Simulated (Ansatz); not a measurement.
## What Ta → W does to Ta3O7F

Take Ta3O7F (space group Cmmm, No. 65; a = 6.4416 Å, b = 10.6828 Å, c = 3.8450 Å; a cell from a computed database, its experimental status unchecked) as the base.

Now apply this change: W takes the place of Ta on all its sites; the structure is relaxed again.

The values are results of Ansatz (an electronic-structure program) PBEsol, no spin-orbit coupling, not measurements. Γ-centred 7×7×10 mesh, Fermi–Dirac width 0.05 eV, for the changed cell.

| quantity | base | changed | shift |
|---|---|---|---|
| volume per atom | 12.03 Å³ | 11.55 Å³ | -0.48 Å³ |
| density | 8.46 g/cm³ | 8.92 g/cm³ | +0.46 g/cm³ |
| space group | Cmmm (No. 65) | Cmmm (No. 65) | – |
| shortest interatomic distance | 1.923 Å | 1.889 Å | -0.034 Å |
| band gap | 2.27 eV | zero | – |
| magnetic state | not spin-polarised | ferromagnetic | – |
| largest site moment | 0.00 μB | 0.41 μB | +0.41 μB |

Final structure:

```
CELL_PARAMETERS angstrom
      3.10983    -5.40576     0.00000
      3.10983     5.40576     0.00000
      0.00000     0.00000     3.77777
ATOMIC_POSITIONS crystal
  W  0.00000 0.00000 0.00000
  W  0.69632 0.30368 0.00000
  W  0.30368 0.69632 0.00000
  O  0.33867 0.03897 0.00000
  O  0.66133 0.96103 0.00000
  O  0.03897 0.33867 0.00000
  O  0.96103 0.66133 0.00000
  O  0.00000 0.00000 0.50000
  O  0.69309 0.30691 0.50000
  O  0.30691 0.69309 0.50000
  F  0.50000 0.50000 0.00000
```

Other magnetic orders, which the real material may have, were not ruled out. Spin-orbit coupling, missing from the scalar runs, can matter with Ta. Whether these cells are dynamically stable was not tested. For W3O7F in this form, whether it has been made was not checked. No Hubbard U is applied, and correlation can decide whether such a compound is a metal.
